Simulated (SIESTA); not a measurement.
Worked example: self-consistent single point of V (Im-3m, 1 atom in the cell) in SIESTA.

Method: SIESTA 5.4.2 with VDW LMKLL, numerical atomic orbitals DZP, PseudoDojo PBE standard norm-conserving potentials (rewritten from UPF to PSML).

```yaml
crystal:
  lattice:
    - [-1.51357, 1.51357, 1.51357]
    - [1.51357, -1.51357, 1.51357]
    - [1.51357, 1.51357, -1.51357]
  atoms:
    - { symbol: V, position: [0.00000, 0.00000, 0.00000] }
```

Reference input (self-consistent single point, DFT, GGA revPBE, numerical atomic orbitals DZP, PseudoDojo PBE standard norm-conserving potentials (rewritten from UPF to PSML)): XC.functional = GGA; XC.authors = revPBE; potentials = PseudoDojo PBE standard; PAO.BasisSize = DZP; PAO.EnergyShift = 0.01 Ry; MeshCutoff = 300 Ry; kgrid.MonkhorstPack = 20 20 20; OccupationFunction = FD; ElectronicTemperature = 0.05 eV; MaxSCFIterations = 150; SCF.Mixer.Method = Pulay; SCF.Mixer.Weight = 0.2. This run's input differs from it in these lines:

```diff
@@ -20,4 +20,4 @@
 
-XC.functional                GGA
-XC.authors                   revPBE
+XC.functional                VDW
+XC.authors                   LMKLL
 PAO.BasisSize                DZP
```

The program printed (abridged):

```
        iscf     Eharris(eV)        E_KS(eV)     FreeEng(eV)     dDmax    Ef(eV) dHmax(eV)
   scf:    1    -2004.868465    -2014.917512    -2014.929992  1.338824 -4.872638  6.812266
   scf:    2    -2016.618544    -2015.856428    -2015.870484  0.086093 -5.465725  3.555464
   scf:    3    -2016.330888    -2016.199068    -2016.215169  0.091154 -6.155178  0.046590
   scf:    4    -2016.199712    -2016.199482    -2016.215530  0.004760 -6.147773  0.073616
   scf:    5    -2016.199687    -2016.199597    -2016.215704  0.007568 -6.169661  0.006695
   scf:    6    -2016.199574    -2016.199586    -2016.215706  0.000635 -6.172606  0.001806
   scf:    7    -2016.199567    -2016.199577    -2016.215705  0.000239 -6.173978  0.006341
   scf:    8    -2016.199588    -2016.199583    -2016.215706  0.000148 -6.172977  0.000529
   scf:    9    -2016.199583    -2016.199583    -2016.215706  0.000017 -6.172811  0.000014
mix: Pulay -- inversion failed, > SVD [rank/size] 3 / 7
   scf:   10    -2016.199583    -2016.199583    -2016.215706  0.000001 -6.172819  0.000004
SCF Convergence by DM+H criterion
max |DM_out - DM_in|         :     0.0000008453
max |H_out - H_in|      (eV) :     0.0000036081
SCF cycle converged after 10 iterations

Using DM_out to compute the final energy and forces

siesta: E_KS(eV) =            -2016.1996

siesta: E_KS - E_eggbox =     -2016.1996

siesta: Atomic forces (eV/Ang):
     1   -0.000000    0.000000   -0.000000
   Tot   -0.000000    0.000000   -0.000000
   Max    0.000000
   Res    0.000000    sqrt( Sum f_i^2 / 3N )
   Max    0.000000    constrained

Stress tensor Voigt[x,y,z,yz,xz,xy] (kbar):        8.01        8.01        8.01        0.44        0.44        0.44
(Free)E + p*V (eV/cell)    -2016.2851
Target enthalpy (eV/cell)    -2016.2157

siesta: Program's energy decomposition (eV):
siesta: FreeEng =     -2016.215706

siesta: Stress tensor (static) (eV/Ang**3):
siesta:     0.005000    0.000277    0.000277
siesta:     0.000277    0.005000    0.000277
siesta:     0.000277    0.000277    0.005000

siesta: Cell volume =         13.869660 Ang**3

siesta: Pressure (static):
siesta:                Solid            Molecule  Units
siesta:          -0.00005446         -0.00005446  Ry/Bohr**3
siesta:          -0.00500024         -0.00500024  eV/Ang**3
siesta:          -8.01127385         -8.01127385  kBar
```

The run converged in 10 iterations. Against the reference run the pressure goes from -6.46 to -0.80 GPa.

The starting cell comes from a database of computed structures (which also holds hypothetical and non-ambient phases and stackings), without a prior relaxation at this level. Its lattice was rescaled by a random factor within 2.5 % of one. Spin polarisation is off. Values carry the incompleteness of an atom-centred basis.

Cost on one core of a shared machine: roughly 70 s.
